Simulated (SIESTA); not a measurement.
Band structure of SnSeS (P3m1, 3 atoms in the cell).

```yaml
crystal:
  lattice:
    - [3.82713, 0.00000, 0.00000]
    - [-1.91357, 3.31439, 0.00000]
    - [0.00000, 0.00000, 6.47731]
  atoms:
    - { symbol: Sn, position: [0.33333, 0.66667, 0.00765] }
    - { symbol: Se, position: [0.00000, 0.00000, 0.75771] }
    - { symbol: S, position: [0.66667, 0.33333, 0.23464] }
```

Method: LDA PW92, numerical atomic orbitals DZP, PseudoDojo LDA standard norm-conserving potentials (rewritten from UPF to PSML) in SIESTA.

Settings: XC.functional = LDA; XC.authors = PW92; potentials = PseudoDojo LDA standard; PAO.BasisSize = DZP; PAO.EnergyShift = 0.01 Ry; MeshCutoff = 400 Ry; kgrid.MonkhorstPack = 8 8 4; OccupationFunction = FD; ElectronicTemperature = 10 K; MaxSCFIterations = 150; SCF.Mixer.Method = Broyden; SCF.Mixer.Weight = 0.1; SCF.Mixer.History = 8; SCF.DM.Tolerance = 1.0E-05.

The starting cell comes from a database of computed structures (which also holds hypothetical and non-ambient phases and stackings), without a prior relaxation at this level. Its lattice was rescaled by a random factor within 2.5 % of one. Values carry the incompleteness of an atom-centred basis.

Predict the gap along the standard path and the places of the band edges.

The gap along the path is 0.79 eV, from a point between Γ and M to a point between L and M; the smallest direct gap on it is 1.07 eV.

Levels in eV from the top of the valence band on the path, bands 15 to 19:
| point | 15 | 16 | 17 | 18 | 19 |
|---|---|---|---|---|---|
| Γ | -0.84 | -0.22 | -0.03 | -0.03 | 1.04 |
| M | -2.43 | -2.39 | -0.84 | -0.29 | 1.04 |
| K | -3.35 | -3.10 | -1.18 | -1.03 | 1.60 |
| A | -0.85 | -0.85 | 0.00 | 0.00 | 1.96 |
| L | -2.32 | -1.89 | -0.64 | -0.48 | 0.81 |
| H | -3.63 | -3.29 | -0.53 | -0.36 | 2.18 |

Higher empty bands are left out: an atom-centred basis made for the valence describes them poorly.
